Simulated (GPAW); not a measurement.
Input and output of a self-consistent single point for Cu₃Au (Pm-3m, 4 atoms in the cell) (GPAW).

Method: PBE, GPAW PAW datasets PBE (gpaw-data 1.0.1) (plane waves; GPAW).

The change in words: lattice scaled by 1.03; ecut: 800 eV → 480 eV. Reference geometry:
```
Cu3Au
1.0
    3.78769     0.00000     0.00000
    0.00000     3.78769     0.00000
    0.00000     0.00000     3.78769
Cu Au
3 1
Direct
  0.00000   0.50000   0.50000
  0.50000   0.00000   0.50000
  0.50000   0.50000   0.00000
  0.00000   0.00000   0.00000
```

Reference input (self-consistent single point, DFT PBE, plane waves, GPAW PAW datasets PBE (gpaw-data 1.0.1)): mode = pw; ecut = 800 eV; xc = PBE; kpts = 6 6 6; mesh shift (steps) = 0 0 0; occupations.name = methfessel-paxton; occupations.width = 0.1 eV; occupations.order = 1; nbands = -8; convergence.density = 1e-05 e/electron; symmetry.symmorphic = false; symmetry.tolerance = 0.0005. This run's input differs from it in these lines:

```diff
@@ -5,5 +5,5 @@
 atoms = Atoms(['Cu', 'Cu', 'Cu', 'Au'],
-              cell=[[3.787685, 0.000000, 0.000000],
-                    [0.000000, 3.787685, 0.000000],
-                    [0.000000, 0.000000, 3.787685]],
+              cell=[[3.901316, 0.000000, 0.000000],
+                    [0.000000, 3.901316, 0.000000],
+                    [0.000000, 0.000000, 3.901316]],
               scaled_positions=[[0.000000, 0.500000, 0.500000],
@@ -14,3 +14,3 @@
 
-calc = GPAW(mode={'name': 'pw', 'ecut': 800},
+calc = GPAW(mode={'name': 'pw', 'ecut': 480},
             xc='PBE',
```

Output (repeated stretches shortened):

```
     iter     time        total  log10-change:
                         energy   eigst   dens
iter:   1 --:--:--   -16.699187
iter:   2 --:--:--   -15.811813   -2.06  -1.24
iter:   3 --:--:--   -14.416640   -0.92  -1.30
iter:   4 --:--:--   -14.230498   -2.64  -1.81
iter:   5 --:--:--   -14.453034   -1.59  -1.82
iter:   6 --:--:--   -14.399368   -1.63  -2.07
iter:   7 --:--:--   -14.129009   -2.11  -1.77
iter:   8 --:--:--   -14.130982   -3.33  -2.80
iter:   9 --:--:--   -14.129963c  -4.40  -2.87
iter:  10 --:--:--   -14.127796c  -4.14  -3.07
iter:  11 --:--:--   -14.127761c  -5.59  -3.67
iter:  12 --:--:--   -14.127779c  -6.66  -3.82
iter:  13 --:--:--   -14.127798c  -6.79  -3.87
iter:  14 --:--:--   -14.127762c  -6.46  -3.99
iter:  15 --:--:--   -14.127745c  -5.70  -4.24
iter:  16 --:--:--   -14.127745c  -7.61c -4.64
iter:  17 --:--:--   -14.127744c  -8.51c -4.67
iter:  18 --:--:--   -14.127743c  -8.38c -4.77
iter:  19 --:--:--   -14.127743c  -8.35c -4.82
iter:  20 --:--:--   -14.127743c  -8.82c -4.84
iter:  21 --:--:--   -14.127742c  -8.72c -4.89
iter:  22 --:--:--   -14.127743c  -8.42c -4.95
iter:  23 --:--:--   -14.127743c -10.19c -5.18c
Converged after 23 iterations.

Dipole moment: (0.000000, -0.000000, 0.000000) |e|*Ang

Energy contributions relative to reference atoms: (reference = -651662.626633)

Kinetic:        -57.709773
Potential:      +45.445360
External:        +0.000000
XC:              -2.268053
Entropy (-ST):   +0.000115
Local:           +0.404646
SIC:             +0.000000
--------------------------
Free energy:    -14.127705
Extrapolated:   -14.127743

Showing only first 2 kpts
 Kpt  Band  Eigenvalues  Occupancy
  0    20      5.79338    2.00000
  0    21      8.57162   -0.00000
  0    22      8.57162   -0.00000
  0    23      8.57162   -0.00000

  1    20      5.79335    2.00000
  1    21      6.99553    2.06109
  1    22      9.32776   -0.00000
  1    23      9.32776   -0.00000

Fermi level: 7.13874

No gap
No difference between direct/indirect transitions
Energy (eV): -14.127743

Forces in eV/Ang:
  0 Cu    0.00000   -0.00000    0.00000
  1 Cu    0.00000    0.00000    0.00000
  2 Cu   -0.00000   -0.00000    0.00000
  3 Au    0.00000    0.00000    0.00000

Stress tensor:
     0.069325     0.000000     0.000000
     0.000000     0.069325     0.000000
     0.000000     0.000000     0.069325
Stress (GPa, Voigt): [11.1071 11.1071 11.1071  0.      0.      0.    ]
```

The run converged in 23 iterations. GPAW prints stress with tension positive. Against the reference run the free energy goes up by 80.6 meV/atom.

At such cutoffs GPAW's stress carries a finite-basis (Pulay) error, which enters relaxed cells too; its log prints stress with tension positive.

The starting cell comes from a database of computed structures (which also holds hypothetical and non-ambient phases and stackings), without a prior relaxation at this level. Its lattice was rescaled by a random factor within 2.5 % of one. For this run, on top of that: lattice scaled by 1.03. Spin polarisation is off.
